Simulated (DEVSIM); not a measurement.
Device: double heterostructure, Ge between p- and n-type Si, at 300 K.

Layer 1 from the left is Si, thickness (μm) 0.370, Na (cm⁻³) 1.9e17, τn (s) 0.00024, τp (s) 0.00024. Layer 2 from the left is Ge, thickness (μm) 0.250, Nd (cm⁻³) 1e15, τn (s) 0.00024, τp (s) 0.00024. Layer 3 from the left is Si, thickness (μm) 0.250, Nd (cm⁻³) 8.6e17, τn (s) 0.00024, τp (s) 0.00024.

Left contact: ohmic. Right contact: ohmic. Voltage is applied to the left contact. Recombination: SRH at mid-gap, radiative, Auger. Mobility is constant in doping.

The device is made up for the run: typed textbook-type constants, with dimensions and the other settings drawn at random. Values at 300 K.

Si: gap (eV) 1.124, affinity (eV) 4.05, permittivity 11.7, Nc (cm⁻³) 2.86e19, Nv (cm⁻³) 3.1e19, μn (cm²/Vs) 1417, μp (cm²/Vs) 470, B (cm³/s) 4.7e-15, Cn (cm⁶/s) 2.8e-31, Cp (cm⁶/s) 9.9e-32. Ge: gap (eV) 0.664, affinity (eV) 4, permittivity 16, Nc (cm⁻³) 1.04e19, Nv (cm⁻³) 6e18, μn (cm²/Vs) 3900, μp (cm²/Vs) 1900, B (cm³/s) 6.4e-14, Cn (cm⁶/s) 1e-31, Cp (cm⁶/s) 1e-31.

DEVSIM, 1D drift-diffusion, Boltzmann statistics, complete ionisation; no tunnelling, impact ionisation, image-force lowering or self-heating. Band offsets follow the typed affinities; no thermionic-emission limit at abrupt steps, no polarisation charge.

What does the simulation give for the dark forward voltage at 100 A/cm², the potential step across the device at zero bias, the dark forward voltage at 1 A/cm²?

dark forward voltage at 100 A/cm² 0.692 V; potential step across the device at zero bias 0.902 V; dark forward voltage at 1 A/cm² 0.563 V.
